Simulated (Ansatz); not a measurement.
An Ansatz (a program for electronic structure) run: Y; PBEsol/PAW in Ansatz, no spin-orbit coupling.

Input:

Ansatz 0.2 input:
```yaml
crystal:
  lattice:
    - [3.5994327065, 0, 0]
    - [-1.7997163533, 3.1172001631, 0]
    - [0, 0, 5.5870933371]
  atoms:
    - { symbol: Y, position: [0.6666666667, 0.3333333333, 0.75] }
    - { symbol: Y, position: [0.3333333333, 0.6666666667, 0.25] }
basis: { ecutwfc: 420, ecutrho_ratio: 4, xc_grid: 2, fft_grid_basis: typed }
kpoints: { mp_grid: { grid: [15, 15, 9] } }
hamiltonian:
  xc: pbesol
  dispersion: none
  pseudopotentials: { kind: paw }
scf: { occupations: { method: fermi_dirac, width: 0.05 }, convergence: { dr2_threshold: 0.0000000002 } }
output: { forces: true, stress: true }
checkpoint: { write: state.ck, write_every: 1000 }
```

Output (explanatory and most iteration lines left out):

```
Pseudopotential: Y, paw, valence charge 11
Crystal: 2 atoms, lattice volume = 62.688 Å³
Basis set: ecut = 420 eV, 1207 PW (Γ), exchange–correlation on 50×50×80 points (8 copies of the dense FFT grid, shifted against one another)
Bands: 15, of which v1, the nominal top of the filled ones, is band 11 counted from 1 (10 counted from 0)
Symmetry: 24 space group operations
Space group: P63/mmc (ITA 194), of the structure as read, at distance tolerance 4.0e-5 Å
k-points: 135 of 2025
Functional: x = pbesol(κ = 0.804, μ = 0.12345679012345678), c = pbesol(β = 0.046)
SCF iter   1: F=—  HF=-7590.159488 eV  |F-HF|=—  |Δ(HF+E_count)|=         —  Δρ=2.42e-3  dr2=2.78e-3  ethr=1.77e-3  ⟨swp⟩=4.4  Hψ=8949  notcnv=0
SCF iter   2: F=—  HF=-7590.158940 eV  |F-HF|=—  |Δ(HF+E_count)|=   5.48e-4  Δρ=1.34e-3  dr2=8.98e-4  ethr=1.26e-5  ⟨swp⟩=2.3  Hψ=4275  notcnv=0
SCF 1 converged in 8 iterations: F = -7590.158793 eV  dr2 = 1.16e-11
SCF converged after 8 iterations
Free energy (F): -7590.158793 eV
Internal energy: -7590.126685 eV  (E = F + TS)
E sigma→0 (E₀):  -7590.142739 eV
Entropy (-TS):   -0.032109 eV (-16.054 meV/atom)
Fermi energy:    9.752705 eV
--- Forces (eV/Å), atoms counted from 1 ---
  atom   1  Y     -0.00000000     0.00000000     0.00000000
  atom   2  Y      0.00000000    -0.00000000     0.00000000
--- Stress (GPa, compression-positive) ---
        0.003649      -0.000000       0.000000
       -0.000000       0.003649       0.000000
        0.000000       0.000000       0.001361
  P = ⅓ Tr σ = 0.0029 GPa (0.029 kbar)
```

Stability against distortions was not tested. The final runs are not spin-polarised. The cell is Y in the hcp (Mg type) structure (space group P6_3/mmc, No. 194).
